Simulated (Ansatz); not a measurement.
## OsC (model structure, F-43m, No. 216, 2 atoms in the cell)

These are PBEsol (Ansatz, a program for electronic structure, PAW) values and carry that method's errors.

Settings: plane-wave cutoff 520 eV, 12×12×12 k mesh, Fermi–Dirac smearing 0.01 eV, no spin polarisation, scalar-relativistic PAW data made under PBE.

Cell (relaxed at this level):

```yaml
crystal:
  lattice:
    - [0.00000, 2.28262, 2.28262]
    - [2.28262, 0.00000, 2.28262]
    - [2.28262, 2.28262, 0.00000]
  atoms:
    - { symbol: Os, position: [0.00000, 0.00000, 0.00000] }
    - { symbol: C, position: [0.25000, 0.25000, 0.25000] }
```

| Quantity | Value |
|---|---|
| band gap | 0.12 eV (on the SCF k mesh) |
| Γ–Γ gap | 4.82 eV |
| bulk modulus B0 | 311 GPa |

Note: the bulk modulus is −V dP/dV from two relaxed cells at ±2 % in volume; the relaxation could raise the start's symmetry but not lower it, so the cell can be a saddle point.

Spin–orbit coupling is not included; it can close the smallest gap of 0.12 eV.

Static lattice: no zero-point or thermal effects.

It cost about 30 core-seconds (a rough figure) of CPU time.

A model structure was made by putting elements into a prototype or built by hand; it is no filed structure, need not be a known phase, and can be a saddle point held by its symmetry.
